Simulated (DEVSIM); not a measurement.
Structure: Schottky contact on p-type GaAs, at 300 K.

Layer 1 from the left is GaAs, thickness (μm) 13.0, Na (cm⁻³) 1.2e17, τn (s) 2.7e-9, τp (s) 2.7e-9.

Left contact: Schottky, work function 4.804 eV, emission velocity 7.2e6 cm/s. Right contact: ohmic. Voltage is applied to the left contact. Recombination: SRH at mid-gap, radiative, Auger. Mobility is μmin + (μ − μmin)/(1 + (N/Nref)^α).

This is a model device: material constants are rounded textbook-type values typed into the input, and sizes, dopings and lifetimes were drawn at random. Values at 300 K.

GaAs: gap (eV) 1.424, affinity (eV) 4.07, permittivity 12.9, Nc (cm⁻³) 4.7e17, Nv (cm⁻³) 9e18, μn (cm²/Vs) 8500, μp (cm²/Vs) 400, μn,min 500, μp,min 20, Nref,n 6e16, Nref,p 1.5e17, αn 0.39, αp 0.38, B (cm³/s) 2e-10, Cn (cm⁶/s) 1e-30, Cp (cm⁶/s) 1e-30.

Simulated with DEVSIM: 1D drift-diffusion, Boltzmann statistics, complete ionisation; no tunnelling, impact ionisation, image-force lowering or self-heating. Metal contacts follow the ideal Schottky-Mott rule: no Fermi-level pinning, no interface dipoles.

Dark forward current:

```csv
|V| (V),|J| (A/cm²)
0.05,0.0001248
0.10,0.0009765
0.15,0.006783
0.20,0.04624
0.25,0.3124
0.30,2.060
0.35,12.20
0.40,51.00
0.45,130.9
0.50,239.6
0.55,364.2
0.60,498.0
0.65,637.5
0.70,780.8
0.75,926.9
0.80,1075
0.85,1225
0.90,1375
0.95,1527
1.00,1680
1.05,1834
1.10,1988
1.15,2142
```

### Question
Work out the local ideality factor n = ΔV / (kT/q · ln(J2/J1)) between the rows 0.15 and 0.20 V, 1.10 and 1.15 V.

### Answer
kT/q = 25.85 mV. From 0.15 to 0.20 V: ln(0.04624/0.006783) = 1.919, n = 1.01, near the 1 of diffusion or emission over a barrier. From 1.10 to 1.15 V: ln(2142/1988) = 0.075, n = 25.92; the layers' resistance at their doping, Σ W/(qμN) = 0.00031 Ω cm², would take 48 mV of this step of 50 mV.

### Question
Estimate the current at 0.20 V for emission alone, J0 = q v N_band exp(−φB/kT), and read the barrier back from the simulated current.

### Answer
φB = 0.690 eV, N_band = 9.00e18 cm⁻³, J0 = 2.65e-5 A/cm²; J = J0 (exp(qV/kT) − 1) = 0.0608 A/cm². The simulation gives 0.0462 A/cm²; the estimate lies 31 % above. Read backwards, the simulated current gives an apparent barrier of 0.697 eV. The estimate leaves out transport through the depletion region and minority injection.
